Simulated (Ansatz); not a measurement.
Fluorite AuAl2, treated with r²SCAN0 in Ansatz (PAW).

Settings: plane-wave cutoff 520 eV, 8×8×8 k mesh, Fermi–Dirac smearing 0.05 eV, scalar-relativistic PAW data made under PBE.

Cell (relaxed at this level):

```
Al2Au
1.0
    0.00000     2.99199     2.99199
    2.99199     0.00000     2.99199
    2.99199     2.99199     0.00000
Al Au
2 1
Direct
  0.25000   0.25000   0.25000
  0.75000   0.75000   0.75000
  0.00000   0.00000   0.00000
```

Q: Estimate the bulk modulus that the calculation returns.

A: 
- bulk modulus: 125 GPa

Spin–orbit coupling is not included; it can shift volumes and moduli of such heavy elements.

Static lattice: no zero-point or thermal effects.

Ansatz is a program for electronic structure.
